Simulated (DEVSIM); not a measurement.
System: Cr/SiO2/n-Si capacitor, at 300 K.

```
layer (left to right)  material  thickness (nm)  Nd (cm⁻³)
---------------------  --------  --------------  ---------
1                          SiO2            5.00          -
2                            Si            2300     1.2e17
```

Metal gate on the left, work function 4.5 eV. Fixed charge at the semiconductor interface 1.3e11 cm⁻² (in units of +e); no interface traps.

Constants are typed, rounded textbook-type inputs, not results; the design itself was drawn at random and stands for no fabricated device. Values at 300 K.

```csv
parameter,SiO2,Si
gap (eV),9,1.124
affinity (eV),0.9,4.05
permittivity,3.9,11.7
Nc (cm⁻³),-,2.86e19
Nv (cm⁻³),-,3.1e19
```

DEVSIM, 1D Poisson equation in equilibrium, Boltzmann statistics, complete ionisation; no quantum confinement or tunnelling. Metal contacts follow the ideal Schottky-Mott rule: no Fermi-level pinning, no interface dipoles.

Q: Tabulate band edges, carrier densities and field at -0.4 V on the gate.

A: Energies count from the Fermi level of the right contact; mesh points crowd at the junctions.

```
x (μm)    Ec (eV)  Ev (eV)  n (cm⁻³)  p (cm⁻³)  field (V/cm)
--------  -------  -------  --------  --------  ------------
0.000       4.000   -5.000     < 1e2     < 1e2       -450000
0.001009    3.954   -5.045     < 1e2     < 1e2       -450000
0.002500    3.887   -5.113     < 1e2     < 1e2       -450000
0.003974    3.821   -5.179     < 1e2     < 1e2       -450000
0.005311    0.621   -0.503     1.1e9    1.1e11       -130000
0.006939    0.600   -0.524     2.4e9    4.8e10       -130000
0.01015     0.560   -0.564    1.1e10    1.0e10       -120000
0.02070     0.443   -0.681    1.0e12     1.1e8       -100000
0.03817     0.295   -0.829    3.2e14    360000        -69000
0.07617     0.156   -0.968    6.9e16      1700        -11000
0.1511      0.142   -0.982    1.2e17       970           -24
0.3971      0.142   -0.982    1.2e17       970           ≈ 0
0.8047      0.142   -0.982    1.2e17       970           ≈ 0
1.513       0.142   -0.982    1.2e17       970           ≈ 0
1.999       0.142   -0.982    1.2e17       970           ≈ 0
2.160       0.142   -0.982    1.2e17       970           ≈ 0
2.235       0.142   -0.982    1.2e17       970           ≈ 0
2.272       0.142   -0.982    1.2e17       970           ≈ 0
2.293       0.142   -0.982    1.2e17       970           ≈ 0
2.300       0.142   -0.982    1.2e17       970           ≈ 0
2.303       0.142   -0.982    1.2e17       970           ≈ 0
2.305       0.142   -0.982    1.2e17       970           ≈ 0
```
